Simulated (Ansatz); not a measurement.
System: O vacancy in monoclinic HfO2 with all lengths changed by -1 % (neutral cell). Level of theory: PBE, PAW (plane waves to 420 eV; Ansatz, an electronic-structure program).

96-site cell at the strained lattice (strain from the relaxed PBE one, atoms relaxed), the Γ point alone, smearing 0.01 eV, spin-restricted, no finite-size correction. No zero-point or tunnelling terms. Spin-orbit coupling is left out. The charge state is imposed; whether it is stable for some Fermi level was not computed. Forms of the defect that were not tried may lie lower. The start lies 0.12 eV above the lowest site run (PBE).

Barriers: single points on a 2×2×2 k-point mesh shifted by half a step at the bands' geometries (they differ from the bands' own by up to 0.15 eV, and are uncertain by about as much).

Relaxed starting cell (atoms counted from 1):

```yaml
crystal:
  lattice:
    - [10.21982, 0.00000, 0.00000]
    - [0.00000, 10.31978, 0.00000]
    - [-1.77863, 0.00000, 10.44754]
  atoms:
    - { symbol: Hf, position: [0.13373, 0.22372, 0.35812] }
    - { symbol: Hf, position: [0.13822, 0.22893, 0.85468] }
    - { symbol: Hf, position: [0.13833, 0.72866, 0.35418] }
    - { symbol: Hf, position: [0.13798, 0.72921, 0.85392] }
    - { symbol: Hf, position: [0.63757, 0.22864, 0.35440] }
    - { symbol: Hf, position: [0.63779, 0.22917, 0.85383] }
    - { symbol: Hf, position: [0.63836, 0.72948, 0.35409] }
    - { symbol: Hf, position: [0.63828, 0.72896, 0.85377] }
    - { symbol: Hf, position: [0.36024, 0.27149, 0.14740] }
    - { symbol: Hf, position: [0.36005, 0.27153, 0.64642] }
    - { symbol: Hf, position: [0.36129, 0.77082, 0.14590] }
    - { symbol: Hf, position: [0.36081, 0.77118, 0.64633] }
    - { symbol: Hf, position: [0.86016, 0.27081, 0.14686] }
    - { symbol: Hf, position: [0.86135, 0.27156, 0.64527] }
    - { symbol: Hf, position: [0.86097, 0.77167, 0.14598] }
    - { symbol: Hf, position: [0.86120, 0.77246, 0.64501] }
    - { symbol: Hf, position: [0.35999, 0.47807, 0.39607] }
    - { symbol: Hf, position: [0.36109, 0.47893, 0.89653] }
    - { symbol: Hf, position: [0.35999, 0.97813, 0.39594] }
    - { symbol: Hf, position: [0.36111, 0.97900, 0.89631] }
    - { symbol: Hf, position: [0.86075, 0.47926, 0.39641] }
    - { symbol: Hf, position: [0.86116, 0.47881, 0.89592] }
    - { symbol: Hf, position: [0.86373, 0.98169, 0.39629] }
    - { symbol: Hf, position: [0.86095, 0.97924, 0.89587] }
    - { symbol: Hf, position: [0.13784, 0.02049, 0.10556] }
    - { symbol: Hf, position: [0.13722, 0.02142, 0.60434] }
    - { symbol: Hf, position: [0.13818, 0.52092, 0.10485] }
    - { symbol: Hf, position: [0.13796, 0.52129, 0.60426] }
    - { symbol: Hf, position: [0.63782, 0.02112, 0.10432] }
    - { symbol: Hf, position: [0.63750, 0.02157, 0.60381] }
    - { symbol: Hf, position: [0.63801, 0.52130, 0.10395] }
    - { symbol: Hf, position: [0.63759, 0.52139, 0.60364] }
    - { symbol: O, position: [0.03421, 0.08419, 0.92299] }
    - { symbol: O, position: [0.03461, 0.58184, 0.42020] }
    - { symbol: O, position: [0.03466, 0.58249, 0.92126] }
    - { symbol: O, position: [0.53351, 0.08300, 0.42179] }
    - { symbol: O, position: [0.53505, 0.08260, 0.92141] }
    - { symbol: O, position: [0.53460, 0.58235, 0.42074] }
    - { symbol: O, position: [0.53498, 0.58245, 0.92113] }
    - { symbol: O, position: [0.46428, 0.41745, 0.07922] }
    - { symbol: O, position: [0.46377, 0.41761, 0.57912] }
    - { symbol: O, position: [0.46410, 0.91785, 0.07915] }
    - { symbol: O, position: [0.46373, 0.91817, 0.57910] }
    - { symbol: O, position: [0.96486, 0.41595, 0.08021] }
    - { symbol: O, position: [0.96319, 0.42015, 0.58044] }
    - { symbol: O, position: [0.96463, 0.91640, 0.07735] }
    - { symbol: O, position: [0.96478, 0.92072, 0.57618] }
    - { symbol: O, position: [0.46427, 0.33237, 0.32946] }
    - { symbol: O, position: [0.46419, 0.33291, 0.82858] }
    - { symbol: O, position: [0.46449, 0.83276, 0.32915] }
    - { symbol: O, position: [0.46479, 0.83270, 0.82917] }
    - { symbol: O, position: [0.96181, 0.32694, 0.33422] }
    - { symbol: O, position: [0.96419, 0.33219, 0.82877] }
    - { symbol: O, position: [0.96710, 0.83741, 0.32796] }
    - { symbol: O, position: [0.96478, 0.83416, 0.82717] }
    - { symbol: O, position: [0.03225, 0.16309, 0.17764] }
    - { symbol: O, position: [0.03562, 0.16851, 0.66974] }
    - { symbol: O, position: [0.03436, 0.66720, 0.17184] }
    - { symbol: O, position: [0.03556, 0.66986, 0.66968] }
    - { symbol: O, position: [0.53483, 0.16752, 0.17187] }
    - { symbol: O, position: [0.53385, 0.16765, 0.67093] }
    - { symbol: O, position: [0.53543, 0.66805, 0.17113] }
    - { symbol: O, position: [0.53492, 0.66791, 0.67116] }
    - { symbol: O, position: [0.22148, 0.37035, 0.49017] }
    - { symbol: O, position: [0.22243, 0.37082, 0.99032] }
    - { symbol: O, position: [0.22268, 0.87052, 0.49010] }
    - { symbol: O, position: [0.22219, 0.87108, 0.99013] }
    - { symbol: O, position: [0.72221, 0.37124, 0.48990] }
    - { symbol: O, position: [0.72251, 0.37127, 0.98988] }
    - { symbol: O, position: [0.72442, 0.87205, 0.48957] }
    - { symbol: O, position: [0.72269, 0.87140, 0.98947] }
    - { symbol: O, position: [0.27600, 0.12869, 0.01176] }
    - { symbol: O, position: [0.27023, 0.12872, 0.50947] }
    - { symbol: O, position: [0.27660, 0.62875, 0.01040] }
    - { symbol: O, position: [0.27642, 0.62858, 0.51040] }
    - { symbol: O, position: [0.77671, 0.12923, 0.01065] }
    - { symbol: O, position: [0.77642, 0.12914, 0.50978] }
    - { symbol: O, position: [0.77684, 0.62907, 0.01004] }
    - { symbol: O, position: [0.77647, 0.62937, 0.50984] }
    - { symbol: O, position: [0.27528, 0.12096, 0.26189] }
    - { symbol: O, position: [0.27765, 0.12201, 0.76158] }
    - { symbol: O, position: [0.27670, 0.62121, 0.26032] }
    - { symbol: O, position: [0.27636, 0.62092, 0.76048] }
    - { symbol: O, position: [0.77709, 0.12134, 0.26095] }
    - { symbol: O, position: [0.77632, 0.12157, 0.75983] }
    - { symbol: O, position: [0.77724, 0.62148, 0.26032] }
    - { symbol: O, position: [0.77741, 0.62162, 0.75965] }
    - { symbol: O, position: [0.22192, 0.37875, 0.24038] }
    - { symbol: O, position: [0.22219, 0.37934, 0.74038] }
    - { symbol: O, position: [0.22319, 0.87787, 0.23971] }
    - { symbol: O, position: [0.22323, 0.87847, 0.74049] }
    - { symbol: O, position: [0.72277, 0.37921, 0.23983] }
    - { symbol: O, position: [0.72257, 0.37925, 0.73974] }
    - { symbol: O, position: [0.72292, 0.87883, 0.23928] }
    - { symbol: O, position: [0.72260, 0.87928, 0.73938] }
```

End state 1 differs by these moves (Å; atoms that move under 0.08 Å are left out):

```json
[
 {"atom": "25", "element": "Hf", "Δx": "-0.05", "Δy": "0.06", "Δz": "0.03"},
 {"atom": "46", "element": "O", "Δx": "-0.04", "Δy": "0.07", "Δz": "0.07"},
 {"atom": "52", "element": "O", "Δx": "0.04", "Δy": "0.03", "Δz": "-0.08"},
 {"atom": "54", "element": "O", "Δx": "-0.04", "Δy": "-0.07", "Δz": "0.03"},
 {"atom": "56", "element": "O", "Δx": "-0.40", "Δy": "-0.84", "Δz": "2.53"}
]
```

### Question
What forward and backward barriers to end state 1 does PBE, PAW give?

### Answer
forward 1.71 eV, backward 1.71 eV; at the saddle point atom 56 has neighbours Hf at 1.98, Hf at 2.20, Hf at 2.34 Å. The saddle point's order was not checked.

End state 2 differs by these moves (Å; atoms that move under 0.08 Å are left out):

```csv
atom,element,Δx,Δy,Δz
56,O,0.04,0.05,-0.08
73,O,-2.22,-0.49,-0.93
```

### Question
Predict the forward and backward barriers to end state 2 from PBE, PAW.

### Answer
forward 2.45 eV, backward 2.56 eV; at the saddle point atom 73 has neighbours 2 Hf at 1.97, Hf at 2.35; O at 2.45 Å. The saddle point's order was not checked.
